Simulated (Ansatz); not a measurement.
Antifluorite Be2C was calculated with LDA in Ansatz (PAW).

Settings: plane-wave cutoff 520 eV, 14×14×14 k mesh, scalar-relativistic PAW data made under PBE.

Cell (measured lattice):

```cif
data_C4Be8
_chemical_formula_sum 'Be8 C4'
_space_group_name_H-M_alt 'Fm-3m'
_space_group_IT_number 225
_space_group_name_Hall '-F 4 2 3'
_cell_length_a 4.34000
_cell_length_b 4.34000
_cell_length_c 4.34000
_cell_angle_alpha 90.000
_cell_angle_beta 90.000
_cell_angle_gamma 90.000
loop_
_atom_site_label
_atom_site_type_symbol
_atom_site_symmetry_multiplicity
_atom_site_Wyckoff_symbol
_atom_site_fract_x
_atom_site_fract_y
_atom_site_fract_z
_atom_site_occupancy
Be1 Be 8 c 0.25000 0.25000 0.25000 1
C1 C 4 a 0.00000 0.00000 0.00000 1
```
(The calculation used a cell of 3 atoms; values per cell refer to that cell.)

Question: Give the computed Young modulus, polycrystal shear modulus (Hill average) and Poisson ratio.

Answer: 
- Young modulus = 472 GPa
- polycrystal shear modulus (Hill average) = 222 GPa
- Poisson ratio = 0.066

Note: the cell isn't this level's own, so it is under some stress, which shifts stiffness and frequencies.

Elastic constants are with the ions relaxed.

The computed numbers hold no vibrational or temperature effects.

Computing time: around 80 core-seconds (rough).

Ansatz is a quantum-chemistry and plane-wave program.
